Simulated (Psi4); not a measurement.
Psi4 1.11, WB97X/def2-svp: Al(All)2(OH) (C=C[CH2][Al]([OH])[CH2]C=C), 19 atoms. The geometry is a generated start, not checked to be a minimum at this level.

```
Item                                                      Value
-------------------------------  ------------------------------
task                                                   gradient
method                                                    wb97x
basis                                                  def2-svp
memory                                                     7 GB
scf_type                                           df (default)
guess                            auto, which took SAD (default)
diis_max_vecs                                      10 (default)
scf_initial_accelerator                         adiis (default)
e_convergence                                   1e-08 (default)
d_convergence                                   1e-08 (default)
basis functions (reference run)                             171
grid points (reference run)                             3422378
```

```xyz
19

Al     0.0906     0.8964     0.8414
C      1.4643    -0.3922     1.5756
C      1.1644    -1.8068     1.2466
C      1.7188    -2.4840     0.2522
H      1.5136    -0.2520     2.6618
H      2.4433    -0.1062     1.1753
H      0.4226    -2.2909     1.8700
H      2.4566    -2.0330    -0.3930
H      1.4666    -3.5075     0.0404
C     -1.5160     0.2703    -0.2263
C     -1.7912     1.2343    -1.3245
C     -1.4964     1.0335    -2.5995
H     -2.3972     0.1986     0.4229
H     -1.3210    -0.7301    -0.6255
H     -2.2564     2.1667    -1.0253
H     -1.0348     0.1166    -2.9303
H     -1.7004     1.7689    -3.3588
O      0.3259     2.4961     1.1255
H      0.4466     3.4212     1.2715
```

Yardstick: the run with dft_radial_points = 200, dft_spherical_points = 974, dft_pruning_scheme = none (default), which is not proven converged either. Single runs; times are not shown.

Settings tried, all else as in the reference:
- dft_radial_points = 75 (default), dft_spherical_points = 302 (default), dft_pruning_scheme = treutler
- dft_radial_points = 99, dft_spherical_points = 590
- dft_radial_points = 75 (default), dft_spherical_points = 302 (default)
- dft_radial_points = 99, dft_spherical_points = 590, dft_pruning_scheme = robust
- dft_radial_points = 99, dft_spherical_points = 590, dft_pruning_scheme = treutler
- dft_radial_points = 35, dft_spherical_points = 110
- dft_radial_points = 25, dft_spherical_points = 50
- dft_radial_points = 75 (default), dft_spherical_points = 434
- dft_radial_points = 50, dft_spherical_points = 194
- dft_radial_points = 150, dft_spherical_points = 770
- dft_radial_points = 75 (default), dft_spherical_points = 302 (default), dft_pruning_scheme = robust

Which settings reproduce the reference to 1.0 meV/atom in energy, 10 meV/Å in forces (largest component)?

Within it: dft_radial_points = 99, dft_spherical_points = 590, dft_pruning_scheme = robust; dft_radial_points = 99, dft_spherical_points = 590; dft_radial_points = 75 (default), dft_spherical_points = 434; dft_radial_points = 150, dft_spherical_points = 770. At the edge (between 0.75 and 1.33 times the tolerance): dft_radial_points = 75 (default), dft_spherical_points = 302 (default). Outside: dft_radial_points = 75 (default), dft_spherical_points = 302 (default), dft_pruning_scheme = robust; dft_radial_points = 50, dft_spherical_points = 194; dft_radial_points = 75 (default), dft_spherical_points = 302 (default), dft_pruning_scheme = treutler; dft_radial_points = 99, dft_spherical_points = 590, dft_pruning_scheme = treutler; dft_radial_points = 35, dft_spherical_points = 110; dft_radial_points = 25, dft_spherical_points = 50.

| setting | grid points | energy against the reference | difference in forces (largest component) |
|---|---|---|---|
| the reference | 3422378 | — | — |
| dft_radial_points = 99, dft_spherical_points = 590, dft_pruning_scheme = robust | 723460 | +0.0036 meV/atom | 2.4 meV/Å |
| dft_radial_points = 99, dft_spherical_points = 590 | 1037478 | +0.0036 meV/atom | 3.2 meV/Å |
| dft_radial_points = 75 (default), dft_spherical_points = 434 | 581260 | −0.022 meV/atom | 3.3 meV/Å |
| dft_radial_points = 150, dft_spherical_points = 770 | 2043519 | +0.0018 meV/atom | 5.6 meV/Å |
| dft_radial_points = 75 (default), dft_spherical_points = 302 (default) | 405077 | under 0.001 meV/atom | 8.3 meV/Å |
| dft_radial_points = 75 (default), dft_spherical_points = 302 (default), dft_pruning_scheme = robust | 276877 | −0.0044 meV/atom | 15 meV/Å |
| dft_radial_points = 50, dft_spherical_points = 194 | 176180 | −0.40 meV/atom | 47 meV/Å |
| dft_radial_points = 75 (default), dft_spherical_points = 302 (default), dft_pruning_scheme = treutler | 221701 | +1.0 meV/atom | 58 meV/Å |
| dft_radial_points = 99, dft_spherical_points = 590, dft_pruning_scheme = treutler | 536956 | +1.1 meV/atom | 59 meV/Å |
| dft_radial_points = 35, dft_spherical_points = 110 | 70085 | −5.2 meV/atom | 150 meV/Å |
| dft_radial_points = 25, dft_spherical_points = 50 | 22859 | +18 meV/atom | 260 meV/Å |

Total energies are compared; such shifts often cancel in part in energy differences. The gradients leave out the derivatives of the grid weights. The tolerance is a choice made for this comparison.
